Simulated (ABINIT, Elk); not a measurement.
An ABINIT input for a self-consistent single point of FeAl (Pm-3m, 2 atoms in the cell) (DFT, PBEsol, plane waves, norm-conserving pseudopotentials (PseudoDojo nc-sr-04 PBEsol standard)):

```
# FeAl, PseudoDojo nc-sr-04 PBEsol standard
pp_dirpath "./"
pseudos "Al.upf, Fe.upf"
acell 3*1.0
rprim
         5.4991030227    0.0000000000    0.0000000000
         0.0000000000    5.4991030227    0.0000000000
         0.0000000000    0.0000000000    5.4991030227
natom 2
ntypat 2
znucl 13 26
typat 1 2
xred
         0.5000000000    0.5000000000    0.5000000000
         0.0000000000    0.0000000000    0.0000000000
ecut 90 Ry
ixc -116133
occopt 3
tsmear 0.00367493
nband 15
kptopt 1
ngkpt 11 11 11
nshiftk 1
shiftk 0 0 0
nstep 60
tolvrs 1.0e-10
prtwf 0
prtden 0
prtvol 1
enunit 2
```

Give the Elk input for the same structure, mesh, smearing and functional.

One input that does it (others would too):

```
tasks
  0

xctype
  22

tforce
  .true.

rgkmax
  7.5

gmaxvr
  18.0

lmaxapw
  10

lmaxo
  8

nxlo
  2

lorbcnd
  .true.

lradstp
  2

nrmtscf
  2.0

rmtscf
  0.97

lmaxi
  4

stype
  3

swidth
  0.00367493

scale
  5.499103023

avec
    1.0000000000    0.0000000000    0.0000000000
    0.0000000000    1.0000000000    0.0000000000
    0.0000000000    0.0000000000    1.0000000000

sppath
  'species/'

atoms
  2   : nspecies
  'Al.in'   : spfname
  1   : natoms; atposl, bfcmt below
  0.5000000000  0.5000000000  0.5000000000    0.0 0.0 0.0
  'Fe.in'   : spfname
  1   : natoms; atposl, bfcmt below
  0.0000000000  0.0000000000  0.0000000000    0.0 0.0 0.0

ngridk
  11 11 11
```

Basis settings and potentials, where a program has them, do not carry over. This input uses DFT, PBEsol, all-electron FP-LAPW, Elk's shipped species files, APW+lo basis with extra local orbitals.

The starting cell has typed, rounded lattice constants, without a prior relaxation at this level.
